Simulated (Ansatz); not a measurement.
Ti3Al with two functionals, pressure 4.5 GPa

The reference is Ti₃Al (space group P6_3/mmc, No. 194; a = 5.7553 Å, c = 4.6546 Å).

(Cell as relaxed with PBE.)

Levels (all Ansatz, an electronic-structure program, PAW, earlier PAW set): PBE (420 eV, no spin-orbit coupling); r2SCAN (500 eV, no spin-orbit coupling).

Each level relaxes its own structure.

```json
[
 {"base": "volume per atom", "PBE": "16.69 Å³", "r2SCAN": "16.56 Å³"},
 {"base": "lattice parameter a", "PBE": "5.755 Å", "r2SCAN": "5.747 Å"},
 {"base": "band gap", "PBE": "zero", "r2SCAN": "zero"}
]
```

Modification: a hydrostatic pressure of 4.5 GPa.

```
quantity                           PBE   r2SCAN
-----------------------------  -------  -------
c/a ratio                        0.810    0.807
shortest interatomic distance  2.788 Å  2.779 Å
band gap                          zero     zero
```

PBE's c/a ratio lies 0.003 above r2SCAN's; PBE's shortest interatomic distance lies 0.009 Å above r2SCAN's (0.3 %); the two agree on the band gap. Neither level is exact; r2SCAN is the comparison here, not a measurement.

Load acts through the strain it causes; cell and atoms are relaxed under it. Stability against distortions was not tested. All final runs are without spin polarisation.
